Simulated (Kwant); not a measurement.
Model system: GaAs/Al0.3Ga0.7As stack with 1 barrier. One parabolic valley. Leads of mass 0.067 mₑ with the band edge at 0; grid 0.1 nm; bias 0 V, dropping linearly over the stack.

```tsv
layer	thickness (nm)	band offset (eV)	mass (mₑ)
1	1.9	0.24	0.092
```

The device is made up for the run: typed textbook-type constants, with dimensions and the other settings drawn at random.

Model: one-band effective-mass tight-binding model in one dimension, coherent, no space charge (Kwant).

Question: Work out the transmission below the barrier top from T = 1/(1 + ((ζ + 1/ζ)/2)² sinh²(κa)), ζ = (k/m_lead)/(κ/m_barrier).

Answer: E = 0.04662 eV: k = 0.2863 nm⁻¹, κ = 0.6833 nm⁻¹, ζ = 0.5753, T = 0.206. The simulation gives 0.207, the same within the digits that matter. E = 0.1193 eV: k = 0.4580 nm⁻¹, κ = 0.5399 nm⁻¹, ζ = 1.165, T = 0.398. The simulation gives 0.398, the same within the digits that matter. E = 0.1829 eV: k = 0.5671 nm⁻¹, κ = 0.3714 nm⁻¹, ζ = 2.097, T = 0.507. The simulation gives 0.507, the same within the digits that matter. What differs comes from the grid.
